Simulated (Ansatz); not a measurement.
CsCl-type PdIn, treated with r²SCAN+rVV10 in Ansatz (PAW).

Numerical settings: plane-wave cutoff 560 eV, 18×18×18 k mesh, Fermi–Dirac smearing 0.05 eV, scalar-relativistic PAW data made under PBE.

Equation-of-state points:

| V (Å³/atom) | E − E_lowest (meV/atom) |
|---|---|
| 16.157 | 31.01 |
| 16.501 | 13.18 |
| 16.845 | 3.15 |
| 17.189 | 0.00 |
| 17.533 | 2.91 |
| 17.876 | 11.15 |
| 18.220 | 24.05 |

Question: What bulk modulus B0 and pressure derivative B′ does a third-order Birch–Murnaghan fit give?

Answer: V0 = 17.188 Å³/atom, B0 = 141 GPa, B′ = 5.4 (fit to the energies at full precision).

Spin–orbit coupling is not included.

Static lattice: no zero-point or thermal effects.

The result took around 2.7 core-minutes (rough).

Ansatz is a program for electronic structure.
